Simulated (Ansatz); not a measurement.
The reference is Pd in the fcc (Cu type) structure (space group Fm-3m, No. 225; relaxed with 0.1 eV smearing).

```
Pd
1.0
    0.00000     1.92070     1.92070
    1.92070     0.00000     1.92070
    1.92070     1.92070     0.00000
Pd
1
Direct
  0.00000   0.00000   0.00000
```

Cartesian axes are those of the cell as printed.

Computed with LDA in Ansatz (plane waves to 420 eV, PAW, scalar-relativistic without spin-orbit coupling).

Before the change:

Shortest interatomic distance: 2.716 Å

The change: compressive biaxial strain of 3.00 % in the plane normal to [001], as in epitaxy on a mismatched substrate; the out-of-plane cell vector and the atoms relax.

Q: What happens to the shortest interatomic distance and ratio −ε⊥/ε∥?

A: The shortest interatomic distance drops by 0.081 Å to 2.635 Å; the ratio −ε⊥/ε∥ is 1.47.

Whether these cells are dynamically stable was not tested. The final runs are not spin-polarised.

Ansatz is a quantum-chemistry and plane-wave program.
